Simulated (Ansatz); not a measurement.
# Short convergence ladders for Ta2Si (Fmm2, 6 atoms in the cell)

```xyz
6
Lattice="-3.0785 3.0785 2.5161 3.0785 -3.0785 2.5161 3.0785 3.0785 -2.5161" Properties=species:S:1:pos:R:3 pbc="T T T"
Ta     2.0713     1.0072     2.5161
Ta     1.0072     2.0713     0.0000
Ta    -0.9719     2.1066     2.5161
Ta     4.0857     1.0072     0.0000
Si     0.0000     0.0000     1.2580
Si     0.0000     0.0000     3.7741
```

Base method: LDA (PW92), default PAW files made with PBE (plane waves; Ansatz, an electronic-structure program).

Base settings: basis.ecutwfc = 30.9 Ry; kpoints.mp_grid.grid = 7 7 7; hamiltonian.xc = lda; hamiltonian.pseudopotentials = {kind: paw} (the program's default PAW files); scf.occupations.method = gaussian; scf.occupations.width = 0.0073 Ry.

The count of work is k-points × plane waves × bands × iterations; it is no time. Core times come from one kind of shared machine, to one figure; runs under 30 s give none.

**The k-point mesh**

The second cell is the first with its lattice scaled by 0.98.

Only quantities that move along the ladder and can be compared are tabulated.

```csv
kpoints.mp_grid.grid,free energy less the last step's (meV/atom),energy of the compressed cell less the first (meV/atom),pressure (GPa),largest difference of a force vector from the last step's (eV/Å),count of work / last,core time / last (rough)
2 2 2,7.75,17.15,-4.37,0.389,0.011,–
4 4 4,1.32,7.54,-5.60,0.040,0.035,–
6 6 6,-0.59,7.04,-5.78,0.009,0.090,–
7 7 7,0.14,6.42,-5.85,0.027,0.12,–
9 9 9,-0.10,6.53,-5.84,0.011,0.24,0.3
11 11 11,0.04,6.50,-5.84,0.013,0.42,0.5
13 13 13,-0.02,6.52,-5.85,0.009,0.67,0.8
15 15 15,0.00,6.53,-5.84,0.000,1.0,1
```

Coarsest kpoints.mp_grid.grid that holds the free energy within 0.5 meV/atom of the last step, with all finer ones: 7 7 7, at 0.12 of the last step's count of work; the step before is off by 0.59 meV/atom.

Coarsest kpoints.mp_grid.grid that holds the energy of the compressed cell less the first within 0.2 meV/atom of the last step, with all finer ones: 7 7 7, at 0.12 of the last step's count of work; the step before is off by 0.51 meV/atom.

**The k-point mesh at a smearing width of 0.3 eV**

In this ladder: scf.occupations.width = 0.022 Ry.

Only quantities that move along the ladder and can be compared are tabulated.

| kpoints.mp_grid.grid | free energy less the last step's (meV/atom) | pressure (GPa) | largest difference of a force vector from the last step's (eV/Å) | count of work / last | core time / last (rough) |
|---|---|---|---|---|---|
| 3 3 3 | -2.49 | -5.68 | 0.526 | 0.0069 | – |
| 5 5 5 | -1.43 | -5.78 | 0.017 | 0.023 | – |
| 8 8 8 | 0.19 | -5.71 | 0.001 | 0.095 | – |
| 11 11 11 | 0.01 | -5.72 | 0.001 | 0.19 | 0.2 |
| 17 17 17 | 0.00 | -5.72 | 0.000 | 0.63 | 0.5 |
| 20 20 20 | 0.00 | -5.72 | 0.000 | 1.0 | 1 |

Coarsest kpoints.mp_grid.grid that holds the free energy within 2 meV/atom of the last step, with all finer ones: 5 5 5, at 0.023 of the last step's count of work; the step before is off by 2.5 meV/atom.

Coarsest kpoints.mp_grid.grid that holds the forces within 0.005 eV/Å of the last step, with all finer ones: 8 8 8, at 0.095 of the last step's count of work; the step before is off by 0.017 eV/Å.

Coarsest kpoints.mp_grid.grid that holds the pressure within 0.05 GPa of the last step, with all finer ones: 8 8 8, at 0.095 of the last step's count of work; the step before is off by 0.06 GPa.

**The width of cold smearing**

In this ladder: kpoints.mp_grid.grid = 12 12 12; scf.occupations.method = cold.

Narrow widths need finer meshes than wide ones, so the last steps can hold mesh noise.

Only quantities that move along the ladder and can be compared are tabulated; pressure and forces are left out, as mesh noise rules them at narrow widths.

| scf.occupations.width | free energy less the last step's (meV/atom) | core time / last (rough) |
|---|---|---|
| 0.0735 Ry | -3.30 | 1 |
| 0.0367 Ry | -2.39 | 1 |
| 0.022 Ry | -0.35 | 1 |
| 0.0073 Ry | 0.00 | 1 |

Widest scf.occupations.width that holds the free energy within 1 meV/atom of the last step, with all finer ones: 0.022 Ry; the step before is off by 2.4 meV/atom.

On the base run: the starting cell comes from a database of computed structures (which also holds hypothetical and non-ambient phases and stackings), without a prior relaxation at this level. Its lattice was rescaled by up to half a per cent. One atom was moved a little off its site on purpose. Spin polarisation is off. In the base run, with a pressure of about -6 GPa the cell is away from its equilibrium volume at this level. Ansatz's pressure includes its estimate of the finite-basis (Pulay) stress.

Left out of this page: 2 runs of the series outside the window shown, repeating another row's setting, or not comparable.

Keys are those of Ansatz 0.2.
